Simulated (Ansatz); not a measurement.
Take HfSi2 (space group Cmcm, No. 63) as the base.

```yaml
crystal:
  lattice:
    - [1.82513, -7.17483, 0.00000]
    - [1.82513, 7.17483, 0.00000]
    - [0.00000, 0.00000, 3.63523]
  atoms:
    - { symbol: Si, position: [0.94476, 0.05524, 0.75000] }
    - { symbol: Si, position: [0.05524, 0.94476, 0.25000] }
    - { symbol: Si, position: [0.24986, 0.75014, 0.75000] }
    - { symbol: Si, position: [0.75014, 0.24986, 0.25000] }
    - { symbol: Hf, position: [0.60474, 0.39526, 0.75000] }
    - { symbol: Hf, position: [0.39526, 0.60474, 0.25000] }
```

Cartesian axes are those of the cell as printed.

Calculations: PBEsol (Ansatz, a quantum-chemistry and plane-wave program, PAW, without spin-orbit coupling).

Strains are applied to the cell and any free atomic positions relax; under biaxial strain the out-of-plane vector relaxes too.

One change was made to it. Results:

```csv
quantity,base,after
band gap,zero,zero
energy relative to the base (free energy F),0 meV/atom,+8.7 meV/atom
"pressure (mean of the normal stresses, compression positive)",0.0 GPa,-3.4 GPa
```

### Question
Name the change that was made.
A. uniaxial strain ε_zz = +1.77 %
B. strain tensor (xx, yy, zz, yz, xz, xy) = (−1.73, −2.01, −2.60, −1.90, −0.23, +0.12) %
C. biaxial strain −3.18 %, plane normal [001], relaxed out of plane
D. uniaxial strain ε_yy = +3.10 %
E. uniaxial strain ε_zz = −4.46 %

### Answer
D, uniaxial strain ε_yy = +3.10 %. For comparison, the energy relative to the base in the other runs: uniaxial strain ε_zz = −4.46 % gives +31 meV/atom; uniaxial strain ε_zz = +1.77 % gives +4.4 meV/atom; biaxial strain −3.18 %, plane normal [001], relaxed out of plane gives +27 meV/atom; strain tensor (xx, yy, zz, yz, xz, xy) = (−1.73, −2.01, −2.60, −1.90, −0.23, +0.12) % gives +42 meV/atom.

Without a gap, meshes like the base's 13×13×13 leave anisotropic stresses uncertain by several tenths of a GPa, and small strain energies with them. No phonon test of stability was made. The final runs are not spin-polarised.
